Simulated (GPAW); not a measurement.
Band structure of MoP (P-6m2, 2 atoms in the cell).

```
MoP
1.0
    3.23476     0.00000     0.00000
   -1.61738     2.80138     0.00000
    0.00000     0.00000     3.18228
Mo P
1 1
Direct
  0.00000   0.00000   0.00000
  0.33333   0.66667   0.50000
```

Method: PBE, GPAW PAW datasets PBE (gpaw-data 1.0.1) (plane waves; GPAW).

Settings: mode = pw; ecut = 600 eV; xc = PBE; kpts = 8 8 7; mesh shift (steps) = 0 0 0; occupations.name = fermi-dirac; occupations.width = 0.1 eV; nbands = -6; convergence.density = 1e-05 e/electron; symmetry.symmorphic = false; symmetry.tolerance = 0.0005; maxiter = 120; bandpath_npoints = 40.

The starting cell comes from a database of computed structures (which also holds hypothetical and non-ambient phases and stackings), without a prior relaxation at this level. Spin polarisation is off; with an odd number of electrons in the cell that forces a metal, and a magnetic state may lie lower.

Levels in eV from the Fermi level, bands 7 to 13:
```csv
point,7,8,9,10,11,12,13
Γ,-3.35,-3.35,-0.69,0.23,0.23,4.06,4.06
M,-3.88,-3.72,-1.36,-0.45,1.61,2.22,4.61
K,-5.27,-3.70,-1.50,-0.15,0.56,0.75,6.71
A,-2.77,-2.77,-1.71,-1.71,1.33,2.86,2.86
L,-5.29,-4.45,-1.08,1.31,1.78,3.48,4.99
H,-5.74,-3.27,-1.33,1.46,3.19,4.08,4.28
```

Bands cross the Fermi level along this path, so the cell is metallic at this level.
